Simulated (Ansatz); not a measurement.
System: SnO (model structure, started from the alpha GeTe type, R3m, No. 160, 2 atoms in the cell). Method: PBE0 (PAW; Ansatz, an electronic-structure program).

Run with plane-wave cutoff 500 eV, 10×10×10 k mesh, Fermi–Dirac smearing 0.05 eV, scalar-relativistic PAW data made under PBE.

Cell (relaxed with r²SCAN):

```yaml
crystal:
  lattice:
    - [1.65753, 0.95698, 4.25005]
    - [-1.65753, 0.95698, 4.25005]
    - [0.00000, -1.91396, 4.25005]
  atoms:
    - { symbol: Sn, position: [0.79315, 0.79315, 0.79315] }
    - { symbol: O, position: [0.20685, 0.20685, 0.20685] }
```

### Question
Predict the band gap.

### Answer

band gap: 2.04 eV (on the SCF k mesh)

Note: exact exchange on metals is sensitive to the k mesh and can open a false gap; the relaxation could raise the start's symmetry but not lower it, so the cell can be a saddle point; cell and atoms aren't relaxed at this level (largest force component 0.16 eV/Å, pressure -0.2 GPa); the cell has widely spaced layers and the level no dispersion term, so their spacing and the moduli can rest on weak binding.

Spin–orbit coupling is not included.

Static lattice: no zero-point or thermal effects.

A model structure was made by putting elements into a prototype or built by hand; it is no filed structure, need not be a known phase, and can be a saddle point held by its symmetry.
